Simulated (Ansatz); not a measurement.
We consider antifluorite K2Te, described by Hartree–Fock in Ansatz (plane waves, PAW).

Numerical settings: plane-wave cutoff 460 eV, 6×6×6 k mesh, Fermi–Dirac smearing 0.01 eV, scalar-relativistic PAW data made under PBE.

Energies at three volumes about the minimum:

```tsv
V (Å³/atom)	E − E_lowest (meV/atom)
49.884	0.65
50.840	0.00
52.111	1.16
```

Q: Fit a parabola by hand: where is the minimum, what lattice constant follows, and what is the bulk modulus?

A: Slopes: (0.00 − 0.65)/(50.840 − 49.884) = -0.680 and (1.16 − 0.00)/(52.111 − 50.840) = 0.913 meV/Å³. Curvature E″ = 2 × (0.913 − (-0.680))/(52.111 − 49.884) = 1.431 meV/Å⁶. From the middle of the first interval, the slope vanishes at V0 = 50.3620 − (-0.680)/1.431 = 50.837 Å³/atom. B = V0 E″ = 50.837 × 1.431 meV/Å³ × 0.1602 GPa per meV/Å³ = 11.7 GPa. With 12 atoms in the cube, a = (12 × 50.837)^(1/3) = 8.481 Å. The full Birch–Murnaghan fit to all volumes gives V0 = 50.820 Å³/atom and B0 = 12.0 GPa.

Note: the cell is over a tenth larger than the published one: the level's own overestimate first of all, though another phase or state, or a fault of the published cell, is possible; the relaxation could not lower the start's symmetry, so the cell can be a saddle point above a distorted one.

Ansatz is a program for electronic structure.
